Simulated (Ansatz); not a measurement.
The reference is Rb in the bcc (W type) structure (space group Im-3m, No. 229; a = 5.675 Å; relaxed with 0.1 eV smearing).

Structures relaxed with PBE (Ansatz, a program for electronic structure, PAW, spin-orbit coupling left out).

Base:

Simulated powder pattern, Co Kα, λ = 1.79026 Å (kinematic, ideal powder, no thermal factors, no anomalous dispersion; the 14 strongest lines at most, above 2 %, up to 2θ = 90°):

```
2θ (°)  I/Imax (%)    hkl
------  ----------  -----
25.78          100  (110)
36.78           20  (200)
45.46           44  (211)
52.99           14  (220)
59.84           20  (310)
66.24          4.8  (222)
72.34           22  (321)
78.23          2.3  (400)
84.01           12  (411)
89.72          6.9  (420)
```

Now apply this change: an isotropic linear strain of +3.00 %; the atoms relax in the strained cell.

Problem. Predict the new powder pattern.

Solution. 
Simulated powder pattern, Co Kα, λ = 1.79026 Å (kinematic, ideal powder, no thermal factors, no anomalous dispersion; the 14 strongest lines at most, above 2 %, up to 2θ = 90°):

| 2θ (°) | I/Imax (%) | hkl |
|---|---|---|
| 25.01 | 100 | (110) |
| 35.67 | 20 | (200) |
| 44.06 | 45 | (211) |
| 51.33 | 14 | (220) |
| 57.93 | 20 | (310) |
| 64.07 | 4.9 | (222) |
| 69.92 | 23 | (321) |
| 75.55 | 2.3 | (400) |
| 81.04 | 12 | (411) |
| 86.45 | 6.8 | (420) |

The indices refer to the base's conventional cell; one index is shown for lines that coincide.

Whether these cells are dynamically stable was not tested.
